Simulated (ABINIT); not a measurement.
**What a tighter setting buys: boxcutmin, Li₄NO (P4/mmm, 6 atoms in the cell)**

```
Li4NO
1.0
    3.28902     0.00000     0.00000
    0.00000     3.28902     0.00000
    0.00000     0.00000     4.90098
Li N O
4 1 1
Direct
  0.00000   0.50000   0.26385
  0.00000   0.50000   0.73615
  0.50000   0.00000   0.26385
  0.50000   0.00000   0.73615
  0.00000   0.00000   0.00000
  0.50000   0.50000   0.50000
```

Method: PBEsol, norm-conserving pseudopotentials (PseudoDojo nc-sr-04 PBEsol standard) (plane waves; ABINIT).

Base settings: pseudos = [Li.upf, N.upf, O.upf]; ecut = 1143 eV; occopt = 6; tsmear = 0.00499791 Ha; ngkpt = 7 7 5; nshiftk = 1; shiftk = 0 0 0; potentials = PseudoDojo nc-sr-04 PBEsol standard; nband = 17; kptopt = 1.

Misses are taken against the tightest run, 2.5, which need not be fully converged itself. The energy is the free energy per atom.

Core times come from one kind of shared machine and are given to one figure; runs under 30 s give none.

The starting cell comes from a database of computed structures (which also holds hypothetical and non-ambient phases and stackings), without a prior relaxation at this level. Its lattice was rescaled by a random factor within 2.5 % of one.

| boxcutmin | energy less reference (meV/atom) | pressure less reference (GPa) | core time / reference (rough) |
|---|---|---|---|
| 1.2 | -6.11 | 0.65 | 0.4 |
| 1.5 | -0.01 | 0.00 | 0.6 |
| 1.8 | -0.01 | 0.00 | 0.8 |
| 2.5 | 0.00 | 0.00 | 1 |

Coarsest setting among those run that, with all tighter ones, holds the energy within 2 meV/atom of the reference: 1.5, off by 0.01 meV/atom; its saving against the reference is no more than about a factor of 2 in time.
